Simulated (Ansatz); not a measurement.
**What isotropic strain +1.07 % does to ZrPt3**

Base system: ZrPt₃ (space group P6_3/mmc, No. 194; a = 5.6537 Å, c = 9.2339 Å; a cell from a computed database, its experimental status unchecked).

It is then changed as follows: an isotropic linear strain of +1.07 %; the atoms relax in the strained cell.

All numbers come from Kohn–Sham DFT with the PBEsol functional, run in Ansatz (a program for electronic structure) with PAW and 420 eV plane waves, spin-orbit coupling left out. Settings: 8×8×4 k-points, 0.05 eV Fermi–Dirac smearing.

- Volume per atom = 16.49 Å³ (base 15.98 Å³)
- Space group = P6_3/mmc (No. 194) (base P6_3/mmc (No. 194))
- Shortest interatomic distance = 2.793 Å (base 2.767 Å)
- Energy relative to the base (free energy F) = +12 meV/atom
- Band gap = zero (base zero)

No phonon test of stability was made. The final runs are not spin-polarised.
